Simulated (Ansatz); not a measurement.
For WGe2 (Pnma, No. 62, 12 atoms in the cell; start mp-1101810), PBEsol (plane waves, PAW; Ansatz, an electronic-structure program) gives:

```
Item                                  Value
---------------------------  --------------
equilibrium volume per atom   15.55 Å³/atom
enthalpy of formation        -0.047 eV/atom
```

**Question.** What does r²SCAN+rVV10 in Ansatz (PAW) give for the same quantities?

**Answer.** 
- equilibrium volume per atom: 15.60 Å³/atom (increases by 0.3 %)
- formation enthalpy: 0.038 eV/atom (moves by +0.085 eV/atom)

Changes are worked out from the printed values.

Unless a cell is named, each level is at its own relaxed cell (PBEsol 15.55, r²SCAN+rVV10 15.60 Å³/atom).

Levels without +SOC leave out spin–orbit coupling, which shifts energies and cells of such heavy elements.

Caveats: the relaxation could not lower the start's symmetry, so the cell can be a saddle point above a distorted one (PBEsol, r²SCAN+rVV10). Ansatz's density-functional and Hartree–Fock values are scalar-relativistic unless marked +SOC, with PAW data made under PBE.

A start named mp-… is a Materials Project structure, which need not be a measured phase.
